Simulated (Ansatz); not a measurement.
Structures of equal composition on the (0001) surface of wurtzite GaN (Ga plane on top): 2x2 Al adatom at H3; 2x2 Al adatom at T4. The slabs share one bottom face, and each structure is named by its start. These are constructed structures in small cells; real faces may alloy, dewet or reconstruct in larger ones, and not all known structures of the face are among them. Slabs of about 14 Å with all that they carry, Fermi-Dirac smearing of 0.025 eV. Bottom of the slabs: H caps. Relaxed from the named starts with such symmetry as they have, on meshes of like density; energies extrapolated to zero smearing; no spin-orbit coupling, no U. Spin-polarised runs, if any, are marked in brackets, and their order is one that fits the cell; the others ran without spin. Where a second, spin-polarised start was run, the lower counts.

Host crystal: wurtzite GaN, with a band gap (PBE, scalar-relativistic without spin-orbit coupling).

These are PBE (plane waves to 420 eV, PAW; Ansatz, an electronic-structure program) values and carry that method's errors.

**Question.** Order them by energy per 1x1 cell (lowest first) at the level PBE.

**Answer.** 2x2 Al adatom at T4 (0.000 eV, gap 0.46 eV on the mesh), 2x2 Al adatom at H3 (0.073 eV, gap 0.41 eV on the mesh)
